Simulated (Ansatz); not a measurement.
The structure below was relaxed with r2SCAN, PAW, 500 eV (Ansatz, a first-principles code; scalar-relativistic without spin-orbit coupling), earlier PAW set, at pressure −2 GPa.

Space group P-6m2 (No. 187); a = 2.918 Å, b = 2.918 Å, c = 2.841 Å, α = 90.00°, β = 90.00°, γ = 120.00°

```tsv
atom	site	symmetry	x	y	z
W	1a	-6m2	0.0000	0.0000	0.0000
C	1f	-6m2	0.6667	0.3333	0.5000
```

**Question.** Write out a cell with all atoms.

**Answer.** 
```
WC
1.0
    2.91788     0.00000     0.00000
   -1.45894     2.52696     0.00000
    0.00000     0.00000     2.84064
W C
1 1
Direct
  0.00000   0.00000   0.00000
  0.66667   0.33333   0.50000
```
This is the conventional cell.

Load acts through the strain it causes; cell and atoms are relaxed under it. Stability against distortions was not tested. All final runs are without spin polarisation. The cell was made from WC (space group P-6m2, No. 187) by this change: pressure −2 GPa.
